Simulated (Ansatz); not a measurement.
The starting structures come from a database of crystals and need not be the phases stable at ambient conditions.

 Where the default PAW files enter, the runs use the earlier of Ansatz's two default sets.

Input:

```
CELL_PARAMETERS angstrom
      3.38707     0.00000     0.00000
      1.69354     5.48238     0.00000
      1.69354    -1.30585     7.21309
ATOMIC_POSITIONS crystal
  K  0.46645 0.69703 0.37007
  K  0.53355 0.30297 0.62993
  Li 0.28613 0.37275 0.05499
  Li 0.71387 0.62725 0.94501
  Zn 0.86166 0.09422 0.18246
  Zn 0.13834 0.90578 0.81754
  O  0.76808 0.77048 0.69336
  O  0.23192 0.22952 0.30664
  O  0.90014 0.26187 0.93785
  O  0.09986 0.73813 0.06215
```

Space group of this cell: C2/m. The cell is taken as given; by r2SCAN its mean pressure is -4.2 GPa.

Transport runs along the normal of the first two printed cell vectors.

The gap is the functional's own. No spin-orbit coupling. Mid-gap values are interpolated on the energy grid.

Estimate the band gap and the smallest decay constant κ at mid-gap that r2SCAN (Ansatz, a first-principles code) returns for this system.

Gap 2.68 eV on a 10×10×10 mesh; κ = 0.294 1/Å, at the zone centre.
